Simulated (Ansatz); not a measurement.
A hypothetical phase is included: elements placed on a structure type, which no database files for this compound.

**Evanescent states of GaN (P4_2/mnm, 8 atoms a cell, 12.1 Å³ an atom, -3 GPa at this level) along the normal of (110)**

Level of theory: r2SCAN (plane waves, PAW; Ansatz, a quantum-chemistry and plane-wave program).

The gap is the functional's own. No spin-orbit coupling. Mid-gap values are those at the computed energy nearest the middle.

Energies count from the valence-band top; κ is the least over a 10×4 mesh across the current.

| E (eV) | κ (1/Å) | where |
|---|---|---|
| 0.06 | 0.052 | Γ |
| 0.18 | 0.087 | Γ |
| 0.30 | 0.109 | Γ |
| 0.42 | 0.125 | Γ |
| 0.54 | [?] | Γ |
| 0.66 | [?] | Γ |
| 0.78 | [?] | Γ |
| 0.90 | [?] | Γ |
| 1.02 | [?] | Γ |
| 1.14 | [?] | Γ |
| 1.26 | [?] | Γ |
| 1.38 | [?] | Γ |
| 1.50 | [?] | Γ |
| 1.62 | [?] | Γ |
| 1.74 | [?] | Γ |
| 1.86 | 0.123 | Γ |
| 1.98 | 0.106 | Γ |
| 2.10 | 0.081 | Γ |
| 2.22 | 0.036 | Γ |

What belongs in the gaps?


- 0.54, κ (1/Å): 0.138
- 0.66, κ (1/Å): 0.147
- 0.78, κ (1/Å): 0.153
- 0.90, κ (1/Å): 0.158
- 1.02, κ (1/Å): 0.161
- 1.14, κ (1/Å): 0.161
- 1.26, κ (1/Å): 0.160
- 1.38, κ (1/Å): 0.158
- 1.50, κ (1/Å): 0.153
- 1.62, κ (1/Å): 0.146
- 1.74, κ (1/Å): 0.136
